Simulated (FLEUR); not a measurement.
A self-consistent single point of LiPm₃ (Pm-3m, 4 atoms in the cell) with FLEUR.

Method: PBEsol, all-electron FLAPW (FLEUR), scalar-relativistic valence run with FLEUR.

```yaml
crystal:
  lattice:
    - [5.10342, 0.00000, 0.00000]
    - [0.00000, 5.10342, 0.00000]
    - [0.00000, 0.00000, 5.10342]
  atoms:
    - { symbol: Li, position: [0.00000, 0.00000, 0.00000] }
    - { symbol: Pm, position: [0.50000, 0.50000, 0.00000], spin: 4.0 }
    - { symbol: Pm, position: [0.00000, 0.50000, 0.50000], spin: 4.0 }
    - { symbol: Pm, position: [0.50000, 0.00000, 0.50000], spin: 4.0 }
```
(The spins are starting values, not results.)

Reference input (self-consistent single point, DFT, PBEsol, all-electron FLAPW (FLEUR), scalar-relativistic valence): Kmax = 3.8 1/bohr; GmaxXC = 15.2 1/bohr; xcFunctional = PBEs; jspins = 2; l_soc = F; mode = gauss; fermiSmearingEnergy = 0.00367493 Htr; mesh (inpgen div1-3) = 9 9 9; inpgen gamma flag = false; Gmax = 15.2 1/bohr; numbands = 0; maxIterBroyd = 99. This run's input differs from it in these lines:

```diff
@@ -17,3 +17,3 @@
 &exco xctyp='PBEs' /
-&kpt div1=9 div2=9 div3=9 /
+&kpt div1=3 div2=3 div3=3 /
 &end /
```

Output (repeated stretches shortened):

```
 Iteration:     1   Distance:      72.80838379 me/bohr^3
 Iteration:     2   Distance:      15.18378901 me/bohr^3
 Iteration:     3   Distance:      16.31949698 me/bohr^3
 Iteration:     4   Distance:       8.96380838 me/bohr^3
 Iteration:     5   Distance:       7.74421159 me/bohr^3
   [... 71 lines left out ...]
 Iteration:    77   Distance:       3.15352063 me/bohr^3
 Iteration:    78   Distance:       3.09587099 me/bohr^3
 Iteration:    79   Distance:       3.19899219 me/bohr^3
 Iteration:    80   Distance:       2.67273254 me/bohr^3
 Run finished successfully
 Stop message:
   all done

[file out, last iteration]
             iter=     80
[...]
          total density-effective poten   -5.1062212950E+04
          total charge density-energy d   -6.8062708974E+02
 Updated energy parameters for spin:           1
 Updated energy parameters for spin:           2
[...]
 fermi energy and band-weighting factors:

[...]
   [... lines left out ...]
          first approx. to ef    (T=0)  :   0.260277 htr   (energy of the highest occ. eigenvalue)
          total moment                 =    16.58235
 Direct bandgap for spin            2 :    2.0439718634161275E-002  Htr
 ---->    free energy=                    -30078.6846265408 htr
   [... lines left out ...]
 ***** TOTAL FORCES ON ATOMS *****
 TOTAL FORCE FOR ATOM TYPE=  1  X=  0.000   Y=  0.000   Z=  0.000
                       FX_TOT= 0.000000 FY_TOT= 0.000000 FZ_TOT= 0.000000
 TOTAL FORCE FOR ATOM TYPE=  2  X=  4.822   Y=  4.822   Z=  0.000
                       FX_TOT= 0.000000 FY_TOT= 0.000000 FZ_TOT= 0.000000
No new postions, force convergence required= 0.00001; max force distance= 0.00000
---->    distance of charge densities for spin  1                 it=   80:     2.670150 me/bohr**3
---->    distance of charge densities for spin  2                 it=   80:     0.031815 me/bohr**3
---->    distance of charge densities for it=   80:     2.667945 me/bohr**3
---->    distance of spin densities for it=   80:     2.672733 me/bohr**3
GENERALIZED ANDERSON MIXING: alpha=   0.05000 History-length=79
     ******* it= 80  is completed********
```

The run ended unconverged after 80 iterations. 

The starting cell comes from a database of computed structures (which also holds hypothetical and non-ambient phases and stackings), without a prior relaxation at this level. Its lattice was rescaled by a random factor within 2.5 % of one. Spin-orbit coupling is off. Values depend on the basis (sphere radii, cutoffs, local orbitals), which need not be converged.

Cost on one core of a shared machine: roughly 5 min.
